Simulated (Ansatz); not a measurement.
Take CdS in the zinc blende structure (space group F-43m, No. 216; a = 5.8778 Å) as the base.

The values are results of r2SCAN (Ansatz, a first-principles code), without spin-orbit coupling, not measurements.

Before the change:

- Gap between the host's bands: 1.54 eV
- Gap character: direct at Γ

It is then changed as follows: 0.0254 electrons added to each cell, a density of 5.0×10^20 cm⁻³, with a uniform compensating background at fixed cell and a 300 K Fermi–Dirac width.

### Question
What does the calculation give for the Fermi level from band edge after the change?

### Answer
The Fermi level relative to the doped band's edge (positive inside the band; to 0.05 eV) amounts to +0.90 eV.

### Question
What happens to the gap between the host's bands?

### Answer
The gap between the host's bands drops by 0.01 eV, from 1.54 eV to 1.53 eV.

### Question
What does the calculation give for the gap character after the change?

### Answer
The gap character stays direct at Γ.

Charged cell with a jellium background: band edges are those of the host's band count, energies are not comparable with the neutral cell, and many-body gap narrowing is missing. Gaps are Kohn–Sham eigenvalue differences; semilocal functionals usually give less than the measured gap. Whether these cells are dynamically stable was not tested.
